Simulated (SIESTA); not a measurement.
## Worked example: self-consistent single point of BaNi₂P₄ (I4/mmm, 7 atoms in the cell) in SIESTA

Computed with LDA PW92, numerical atomic orbitals DZP, PseudoDojo LDA standard norm-conserving potentials (rewritten from UPF to PSML) run with SIESTA.

Input as run:

```
# files in the folder: Ba.psml Ni.psml P.psml (PseudoDojo LDA standard)
SystemName  Ba(NiP2)2
SystemLabel siesta

NumberOfAtoms                7
NumberOfSpecies              3
%block ChemicalSpeciesLabel
  1 56 Ba
  2 28 Ni
  3 15 P
%endblock ChemicalSpeciesLabel
LatticeConstant              5.444064 Ang
%block LatticeVectors
    -0.599862529    0.599862529    0.529461998
     0.599862529   -0.599862529    0.529461998
     0.599862529    0.599862529   -0.529461998
%endblock LatticeVectors
AtomicCoordinatesFormat      Ang
%block AtomicCoordinatesAndAtomicSpecies
     0.000000000    0.000000000    0.000000000  1
     3.265690000    0.000000000    1.441212500  2
    -0.000000000    3.265690000    1.441212500  2
     0.000000000    1.586145633    2.882425000  3
     3.265690000    1.679544367    0.000000000  3
     1.679544367    3.265690000    0.000000000  3
     1.586145633    0.000000000    2.882425000  3
%endblock AtomicCoordinatesAndAtomicSpecies

XC.functional                LDA
XC.authors                   PW92
PAO.BasisSize                DZP
PAO.EnergyShift              0.005 Ry
MeshCutoff                   300 Ry
%block kgrid.MonkhorstPack
    7   0   0  0.0
    0   7   0  0.0
    0   0   7  0.0
%endblock kgrid.MonkhorstPack
OccupationFunction           FD
ElectronicTemperature        1578.21 K

MaxSCFIterations             150
SCF.Mixer.Method             Pulay
SCF.Mixer.Weight             0.25
SCF.Mixer.History            8
SCF.DM.Tolerance             1.0E-04
Diag.ParallelOverK           true
WriteForces                  true
Charge.Mulliken              end
```

The program printed (abridged):

```
reinit: Reading from file input.fdf

reinit: System Name: Ba(NiP2)2
reinit: System Label: siesta

coor:   Atomic-coordinates input format  =     Cartesian coordinates
coor:                                          (in Angstroms)

siesta: Atomic coordinates (Bohr) and species
siesta:      0.00000   0.00000   0.00000  1        1
siesta:      6.17126   0.00000   2.72350  2        2
siesta:     -0.00000   6.17126   2.72350  2        3
siesta:      0.00000   2.99738   5.44699  3        4
siesta:      6.17126   3.17388   0.00000  3        5
siesta:      3.17388   6.17126   0.00000  3        6
siesta:      2.99738   0.00000   5.44699  3        7

siesta: System type = bulk

initatomlists: Number of atoms, orbitals, and projectors:      7    99   126

siesta: ******************** Simulation parameters ****************************
redata: Spin configuration                          = none
redata: Time-Reversal Symmetry                      = T
redata: Number of Atomic Species                    =        3
redata: Mesh Cutoff                                 =   300.0000 Ry
redata: Net charge of the system                    =     0.0000 |e|
redata: Min. number of SCF Iter                     =        0
redata: Max. number of SCF Iter                     =      150
redata: SCF convergence failure will abort job
redata: SCF mix quantity                            = Hamiltonian
redata: Mix DM or H after convergence               =   F
redata: Recompute H after scf cycle                 =   F
redata: Mix DM in first SCF step                    =   T
redata: No kicks to SCF
redata: DM Mixing Weight for Kicks                  =     0.5000
redata: Require Harris convergence for SCF          =   F
redata: Harris energy tolerance for SCF             =     0.000100 eV
redata: Require DM convergence for SCF              =   T
redata: DM tolerance for SCF                        =     0.000100
   [... lines left out ...]
diag: Parallel distribution                         =     1 x     1
diag: Used triangular part                          = Lower
diag: Absolute tolerance                            =  0.100E-15
diag: Orthogonalization factor                      =  0.100E-05
diag: Memory factor                                 =  1.0000

superc: Internal auxiliary supercell:     5 x     5 x     5  =     125
superc: Number of atoms, orbitals, and projectors:    875  12375  15750

                        Single-point calculation

superc: Internal auxiliary supercell:     5 x     5 x     5  =     125
superc: Number of atoms, orbitals, and projectors:    875  12375  15750

outcell: Unit cell vectors (Ang):
       -3.265690    3.265690    2.882425
        3.265690   -3.265690    2.882425
        3.265690    3.265690   -2.882425

outcell: Cell vector modules (Ang)   :    5.444064    5.444064    5.444064
outcell: Cell angles (23,13,12) (deg):    106.2799    106.2799    116.0618
outcell: Cell volume (Ang**3)        :    122.9612
new_DM -- step:     1
Initializing Density Matrix...

Attempting to read DM from file... Failed...
DM filled with atomic data:

InitMesh: MESH = 50 x 50 x 54 = 135000
InitMesh: Mesh cutoff (required, used) =   300.000   323.938 Ry

stepf: Fermi-Dirac step function
        iscf     Eharris(eV)        E_KS(eV)     FreeEng(eV)     dDmax    Ef(eV) dHmax(eV)
   scf:    1   -10548.507819   -10622.778703   -10622.988996  1.412615 -3.984433 24.911694
   scf:    2   -10554.697196   -10627.206894   -10627.331871  0.861963 -5.825979 22.690822
   scf:    3   -10654.825666   -10646.014108   -10646.158897  0.356959 -5.211203  4.933590
   scf:    4   -10641.513940   -10645.867972   -10646.034196  0.270022 -4.711858  5.782860
   scf:    5   -10640.741052   -10645.725511   -10645.869760  0.215800 -5.149808  6.032684
   scf:    6   -10647.388188   -10647.174121   -10647.329120  0.128381 -4.905517  0.099378
   [... 2 lines left out ...]
   scf:    9   -10647.172386   -10647.173892   -10647.329348  0.003364 -4.897649  0.106456
   scf:   10   -10647.174816   -10647.174481   -10647.329777  0.001774 -4.901166  0.021323
   scf:   11   -10647.174571   -10647.174533   -10647.329795  0.000420 -4.902013  0.002077
   scf:   12   -10647.174534   -10647.174533   -10647.329795  0.000008 -4.902028  0.001733
   scf:   13   -10647.174541   -10647.174537   -10647.329795  0.000040 -4.902104  0.000105
SCF Convergence by DM+H criterion
max |DM_out - DM_in|         :     0.0000402277
max |H_out - H_in|      (eV) :     0.0001048619
SCF cycle converged after 13 iterations

Using DM_out to compute the final energy and forces

siesta: E_KS(eV) =           -10647.1745

siesta: E_KS - E_eggbox =    -10647.1745

siesta: Atomic forces (eV/Ang):
     1    0.000000    0.000000   -0.000000
     2    0.000261   -0.000262   -0.000000
     3   -0.000262    0.000261   -0.000000
     4   -0.000311    0.644294   -0.001250
     5    0.000311   -0.644294    0.001249
     6   -0.644293    0.000311    0.001250
     7    0.644293   -0.000311   -0.001248
   Tot   -0.000001   -0.000001   -0.000000
   Max    0.644294
   Res    0.281193    sqrt( Sum f_i^2 / 3N )
   Max    0.644294    constrained

Stress tensor Voigt[x,y,z,yz,xz,xy] (kbar):       32.58       32.58       34.56       -0.03       -0.03        0.00
(Free)E + p*V (eV/cell)   -10649.8811
Target enthalpy (eV/cell)   -10647.3298

siesta: Program's energy decomposition (eV):
siesta: Ebs     =     -1833.887626
siesta: Eions   =     14321.498665
siesta: Ena     =      1650.002810
siesta: Ekin    =      4766.424392
siesta: Enl     =     -1239.734800
siesta: Eso     =         0.000000
siesta: Edftu   =         0.000000
siesta: DEna    =        57.227571
siesta: DUscf   =         1.285371
siesta: DUext   =         0.000000
siesta: Ex      =     -1423.444755
siesta: Ec      =      -137.436462
siesta: Exc     =     -1560.881216
siesta: Eharris =    -10647.174541
siesta: Etot    =    -10647.174537
siesta: FreeEng =    -10647.329795

siesta: Atomic forces (eV/Ang):
siesta:      1    0.000000    0.000000   -0.000000
siesta:      2    0.000261   -0.000262   -0.000000
siesta:      3   -0.000262    0.000261   -0.000000
siesta:      4   -0.000311    0.644294   -0.001250
siesta:      5    0.000311   -0.644294    0.001249
siesta:      6   -0.644293    0.000311    0.001250
siesta:      7    0.644293   -0.000311   -0.001248
siesta: ----------------------------------------
siesta:    Tot   -0.000001   -0.000001   -0.000000

siesta: Stress tensor (static) (eV/Ang**3):
   [... lines left out ...]
siesta: Cell volume =        122.961151 Ang**3
siesta:         -33.24334913        -32.70557887  kBar
   [... lines left out ...]
   2 17.881   1.965   0.129   0.023   2.007   2.005   2.007   0.426   0.293
              0.426   1.954   1.857   1.976   1.857   1.785  -0.173  -0.166

             -0.186  -0.166  -0.136
   3 17.881   1.965   0.129   0.023   2.007   2.005   2.007   0.426   0.293
              0.426   1.954   1.857   1.976   1.857   1.785  -0.173  -0.166

             -0.186  -0.166  -0.136

Species: P
Atom  Qatom  Qorb
               3s      3s      3py     3pz     3px     3py     3pz     3px
               3Pdxy   3Pdyz   3Pdz2   3Pdxz   3Pdx2-y2
   4  5.306   1.215   0.230   0.908   1.549   0.745   0.145  -0.190   0.165
              0.187   0.091   0.099   0.078   0.084
   5  5.306   1.215   0.230   0.908   1.549   0.745   0.145  -0.190   0.165
              0.187   0.091   0.099   0.078   0.084
   6  5.306   1.215   0.230   0.745   1.549   0.908   0.165  -0.190   0.145
              0.187   0.078   0.099   0.091   0.084
   7  5.306   1.215   0.230   0.745   1.549   0.908   0.165  -0.190   0.145
              0.187   0.078   0.099   0.091   0.084

mulliken: Qtot =       66.000

Mulliken Atomic Populations:
Atom #   charge [q] valence [e]  Species
     1     0.983607    9.016393  Ba
     2     0.119238   17.880762  Ni
     3     0.119238   17.880762  Ni
     4    -0.305521    5.305521  P
     5    -0.305521    5.305521  P
     6    -0.305521    5.305521  P
     7    -0.305521    5.305521  P
 Total    -0.000000
```

The run converged in 13 iterations.

The starting cell comes from a database of computed structures (which also holds hypothetical and non-ambient phases and stackings), without a prior relaxation at this level. Spin polarisation is off, so a magnetic state, if there is one, cannot be reached. Values carry the incompleteness of an atom-centred basis. With a pressure of about -3 GPa the cell is away from its equilibrium volume at this level.

Cost on one core of a shared machine: roughly 80 s.
